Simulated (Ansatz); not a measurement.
**Effect of uniaxial strain ε_zz = +0.15 % on Ir**

Consider Ir in the fcc (Cu type) structure (space group Fm-3m, No. 225; a = 3.8444 Å). Axes: x, y, z lie along the cube axes.

One thing is altered: the cell is stretched by 0.15 % along z with no lateral relaxation, atoms relaxed at fixed cell.

All numbers come from Ansatz (an electronic-structure program) r2SCAN, spin-orbit coupling left out. k-mesh 21×21×21 (Γ-centred); smearing 0.05 eV (Fermi–Dirac).

- Volume per atom: 14.23 Å³ (base 14.20 Å³)
- Space group: I4/mmm (No. 139) (base Fm-3m (No. 225))
- Energy relative to the base (free energy F): +0.1 meV/atom
- Pressure (mean of the normal stresses, compression positive): -0.6 GPa (base 0.0 GPa)
- Band gap: zero (base zero)
- Stress (xx, yy, zz, yz, xz, xy; compression positive): (-0.4, -0.4, -1.0, 0.0, 0.0, 0.0) GPa (rough)

Without a gap, meshes like the base's 21×21×21 leave anisotropic stresses uncertain by several tenths of a GPa, and small strain energies with them. Whether these cells are dynamically stable was not tested. All final runs are without spin polarisation.
